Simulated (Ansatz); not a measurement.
Ru₂Al₃ (I4/mmm, No. 139, 5 atoms in the cell; start mp-1070580), treated with r²SCAN in Ansatz (plane waves, PAW).

Settings: plane-wave cutoff 560 eV, 26×26×26 k mesh, Fermi–Dirac smearing 0.05 eV, no spin polarisation, scalar-relativistic PAW data made under PBE.

Cell (relaxed at this level):

```cif
data_Al6Ru4
_chemical_formula_sum 'Al6 Ru4'
_space_group_name_H-M_alt 'I4/mmm'
_space_group_IT_number 139
_space_group_name_Hall '-I 4 2'
_cell_length_a 3.07689
_cell_length_b 3.07689
_cell_length_c 14.27894
_cell_angle_alpha 90.000
_cell_angle_beta 90.000
_cell_angle_gamma 90.000
loop_
_atom_site_label
_atom_site_type_symbol
_atom_site_symmetry_multiplicity
_atom_site_Wyckoff_symbol
_atom_site_fract_x
_atom_site_fract_y
_atom_site_fract_z
_atom_site_occupancy
Al1 Al 2 a 0.00000 0.00000 0.00000 1
Al2 Al 4 e 0.00000 0.00000 0.19388 1
Ru1 Ru 4 e 0.00000 0.00000 0.39414 1
```
(The calculation used a cell of 5 atoms; values per cell refer to that cell.)

What does this level give for the bulk modulus B0?


- bulk modulus B0 = 194 GPa

Note: the run has no spin polarisation, so it can have missed a magnetic state; the bulk modulus is −V dP/dV from two relaxed cells at ±2 % in volume; the relaxation could not lower the start's symmetry, so the cell can be a saddle point above a distorted one.

Static lattice: no zero-point or thermal effects.

The result took around 19 core-minutes (rough).

A start named mp-… is a Materials Project structure, which need not be a measured phase.

Ansatz is a program for electronic structure.
